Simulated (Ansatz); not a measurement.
The reference is ZnS in the wurtzite structure (space group P6_3mc, No. 186; a = 3.7383 Å, c = 6.1429 Å). Axes: x lies along a and z along c of the hexagonal cell.

The values are results of Ansatz (a program for electronic structure) LDA, without spin-orbit coupling, not measurements.

Strains are applied to the cell and any free atomic positions relax.

One change was made to it. Results:

```csv
quantity,base,after
hole mass,–,"0.17 mₑ along y, 1.6 mₑ across (at Γ)"
energy relative to the base (free energy F),0 meV/atom,+2.5 meV/atom
"valence-band top at Γ (three highest levels, from the VBM)","0.00, 0.00, -0.10 eV","0.00, -0.08, -0.09 eV"
```

Q: Which of these changes matches the shifts?
A) uniaxial strain ε_xx = +2.40 %
B) uniaxial strain ε_xx = +1.20 %
C) uniaxial strain ε_xx = +0.60 %
D) uniaxial strain ε_xx = +3.00 %
E) uniaxial strain ε_xx = +1.80 %

A: E, uniaxial strain ε_xx = +1.80 %. For comparison, the energy relative to the base in the other runs: uniaxial strain ε_xx = +0.60 % gives +0.3 meV/atom; uniaxial strain ε_xx = +2.40 % gives +4.5 meV/atom; uniaxial strain ε_xx = +3.00 % gives +6.9 meV/atom; uniaxial strain ε_xx = +1.20 % gives +1.1 meV/atom.

The levels and masses belong to the bands next to the band gap. Effective masses come from finite differences of ±0.01 Å⁻¹. No phonon test of stability was made.
